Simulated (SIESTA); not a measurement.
SIESTA run on Cl (Cm, 4 atoms in the cell): self-consistent single point.

Method: GGA PBEsol, numerical atomic orbitals DZP, PseudoDojo PBEsol standard norm-conserving potentials (rewritten from UPF to PSML) run with SIESTA.

The change in words: 1 x 1 x 1 supercell, one Cl atom moved by 0.02 angstrom along z. Reference geometry:
```
Cl
1.0
    2.24672    -3.12936     0.00000
    2.24672     3.12936     0.00000
    0.00000     0.00000     8.28478
Cl
4
Direct
  0.87700   0.87700   0.89700
  0.62300   0.62300   0.39700
  0.37700   0.37700   0.60300
  0.12300   0.12300   0.10300
```

Reference input (self-consistent single point, DFT, GGA PBEsol, numerical atomic orbitals DZP, PseudoDojo PBEsol standard norm-conserving potentials (rewritten from UPF to PSML)): XC.functional = GGA; XC.authors = PBEsol; potentials = PseudoDojo PBEsol standard; PAO.BasisSize = DZP; PAO.EnergyShift = 0.005 Ry; MeshCutoff = 300 Ry; kgrid.MonkhorstPack = 7 7 3; OccupationFunction = FD; ElectronicTemperature = 116.05 K; MaxSCFIterations = 150; SCF.Mixer.Method = Pulay; SCF.Mixer.Weight = 0.25. This run's input differs from it in these lines:

```diff
@@ -20,3 +20,3 @@
      1.694026880    0.000000000    4.995722340  1
-     0.552693120   -0.000000000    0.853332340  1
+     0.552693120   -0.000000000    0.873331799  1
 %endblock AtomicCoordinatesAndAtomicSpecies
```

Log, with long lists cut:

```
        iscf     Eharris(eV)        E_KS(eV)     FreeEng(eV)     dDmax    Ef(eV) dHmax(eV)
   scf:    1    -1774.914554    -1778.537638    -1778.537638  0.614147 -5.534962  1.473607
   scf:    2    -1778.954162    -1778.763008    -1778.763008  0.048068 -5.827659  0.891800
   scf:    3    -1778.939701    -1778.867904    -1778.867904  0.058012 -6.196250  0.166609
   scf:    4    -1778.889329    -1778.880012    -1778.880012  0.012933 -6.259202  0.036356
   scf:    5    -1778.880605    -1778.880327    -1778.880327  0.002469 -6.259424  0.016923
   scf:    6    -1778.880442    -1778.880391    -1778.880391  0.001876 -6.258368  0.002318
   scf:    7    -1778.880395    -1778.880393    -1778.880393  0.000251 -6.258192  0.000642
   scf:    8    -1778.880394    -1778.880394    -1778.880394  0.000094 -6.258230  0.000308
SCF Convergence by DM+H criterion
max |DM_out - DM_in|         :     0.0000937594
max |H_out - H_in|      (eV) :     0.0003080326
SCF cycle converged after 8 iterations

Using DM_out to compute the final energy and forces

siesta: E_KS(eV) =            -1778.8804

siesta: E_KS - E_eggbox =     -1778.8804

siesta: Atomic forces (eV/Ang):
     1    0.068939   -0.000000   -0.024537
     2    0.065535    0.000000   -0.260137
     3   -0.065713   -0.000000    0.261835
     4   -0.068461    0.000000    0.023612
   Tot    0.000301   -0.000000    0.000773
   Max    0.261835
   Res    0.113813    sqrt( Sum f_i^2 / 3N )
   Max    0.261835    constrained

Stress tensor Voigt[x,y,z,yz,xz,xy] (kbar):       27.30       16.94       29.99        0.00        3.60        0.00
(Free)E + p*V (eV/cell)    -1780.6793
   [... lines left out ...]
siesta: FreeEng =     -1778.880394
   [... lines left out ...]
siesta:     0.017036   -0.000000    0.002245
siesta:     0.000000    0.010572    0.000000
siesta:     0.002245    0.000000    0.018716

siesta: Cell volume =        116.497191 Ang**3

siesta: Pressure (static):
siesta:                Solid            Molecule  Units
siesta:          -0.00016818         -0.00018665  Ry/Bohr**3
siesta:          -0.01544143         -0.01713767  eV/Ang**3
siesta:         -24.73990227        -27.45757199  kBar
```

The run converged in 8 iterations. Against the reference run the free energy is nearly the same (within 1 meV/atom), the pressure goes from -2.20 to -2.47 GPa, the largest force goes from 0.260 to 0.270 eV/Å and the gap on the mesh goes from 2.310 to 2.254 eV.

The starting cell has typed, rounded lattice constants, without a prior relaxation at this level. Its lattice was rescaled by up to half a per cent. For this run, on top of that: 1 x 1 x 1 supercell, one Cl atom moved by 0.02 angstrom along z. Values carry the incompleteness of an atom-centred basis.
